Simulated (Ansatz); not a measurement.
Consider MoSi2 (space group I4/mmm, No. 139; a = 3.217 Å, c = 7.875 Å; relaxed with 0.1 eV smearing). Axes: x, y, z lie along a, b, c of the conventional cell.

Calculations: PBE (Ansatz, a first-principles code), no spin-orbit coupling.

For the base:

- Shortest interatomic distance = 4.908 bohr
- Band gap = zero

Now apply this change: uniaxial strain ε_zz = +2.00 %, all other strain components held at zero, atoms relaxed at fixed cell.

Question: Estimate the effect on the energy relative to the base, stress, shortest interatomic distance and band gap.

Answer: The energy goes up by 7.8 meV/atom; the stress (xx, yy, zz, yz, xz, xy; compression positive) is (-1.7, -1.7, -8.9, 0.0, 0.0, 0.0) GPa; the shortest interatomic distance grows by 0.062 bohr (4.908 bohr → 4.970 bohr); the band gap stays zero.

No phonon test of stability was made. All final runs are without spin polarisation.
